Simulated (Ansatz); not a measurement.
Results of PBEsol (Ansatz, an electronic-structure program, PAW) for NbRh3 (model structure, started from the A15 type, Pm-3n, No. 223, 8 atoms in the cell).

Input file:

Ansatz 0.2 input:
```yaml
crystal:
  lattice:
    - [4.9424367883, 0.0, 0.0]
    - [0.0, 4.9424367883, 0.0]
    - [0.0, 0.0, 4.9424367883]
  atoms:
    - { symbol: Rh, position: [0.25, 0.0, 0.5] }
    - { symbol: Rh, position: [0.75, 0.0, 0.5] }
    - { symbol: Rh, position: [0.0, 0.5, 0.25] }
    - { symbol: Rh, position: [0.0, 0.5, 0.75] }
    - { symbol: Rh, position: [0.5, 0.25, 0.0] }
    - { symbol: Rh, position: [0.5, 0.75, 0.0] }
    - { symbol: Nb, position: [0.0, 0.0, 0.0] }
    - { symbol: Nb, position: [0.5, 0.5, 0.5] }
basis:
  ecutwfc: 520
  ecutrho_ratio: 4
  xc_grid: 2
kpoints:
  mp_grid: { grid: [12, 12, 12] }
hamiltonian:
  xc: pbesol
  dispersion: none
  pseudopotentials: { kind: paw }
scf:
  occupations: { method: fermi_dirac, width: 0.05 }
output:
  forces: true
  stress: true
  eigenvalues: true
relax:
  f_tol: 0.004
  escape_saddle: false
  max_steps: 80
```

From the output:

```
WARN output.stress: scf.convergence.dr2_threshold = 1e-7 eV (the SCF's general default) is looser than the 8e-10 eV advised for a printed stress (1e-10 eV for …
Relaxation: its limit of steps is 80 (relax.max_steps)
Crystal: 8 atoms, lattice volume = 120.732 Å³
Basis set: ecut = 520 eV, 3239 PW (Γ), exchange–correlation on 80×80×80 points (8 copies of the dense FFT grid, shifted against one another)
Bands: 77, of which v1, the nominal top of the filled ones, is band 64 counted from 1 (63 counted from 0)
Symmetry: 48 space group operations
Space group: Pm-3n (ITA 223), of the structure as read, at distance tolerance 4.9e-5 Å
k-points: 84 of 1728
Functional: x = pbesol(κ = 0.804, μ = 0.12345679012345678), c = pbesol(β = 0.046)
SCF iter   1: F=—  HF=-47024.636878 eV  |F-HF|=—  |Δ(HF+E_count)|=         —  Δρ=1.81e-2  dr2=5.54e-1
SCF iter   2: F=—  HF=-47024.583258 eV  |F-HF|=—  |Δ(HF+E_count)|=   5.36e-2  Δρ=8.16e-3  dr2=1.20e-1
  ...
SCF iter   5: F=—  HF=-47024.568021 eV  |F-HF|=—  |Δ(HF+E_count)|=   1.87e-5  Δρ=5.92e-5  dr2=3.79e-6
SCF iter   6: F=-47024.568021 eV  HF=-47024.568021 eV  |F-HF|=2.51e-8  |Δ(HF+E_count)|=   2.60e-7  Δρ=8.43e-6  dr2=6.30e-8
SCF 1 converged in 6 iterations: F = -47024.568021 eV  dr2 = 6.30e-8
SCF converged after 6 iterations
Free energy (F): -47024.568021 eV
Internal energy: -47024.455838 eV  (E = F + TS)
E sigma→0 (E₀):  -47024.511930 eV
Fermi energy:    20.338996 eV
--- Stress (GPa, compression-positive) ---
       -4.830376      -0.000000      -0.000000
        0.000000      -4.830376       0.000000
        0.000000       0.000000      -4.830376
  P = ⅓ Tr σ = -4.8304 GPa (-48.304 kbar)
```

The cell is one volume of an energy–volume scan, off the minimum.

The PAW data were made under PBE.

Note: the run has no spin polarisation, so it can have missed a magnetic state. Note: the relaxation could raise the start's symmetry but not lower it, so the cell can be a saddle point.

A model structure was made by putting elements into a prototype or built by hand; it is no filed structure, need not be a known phase, and can be a saddle point held by its symmetry.
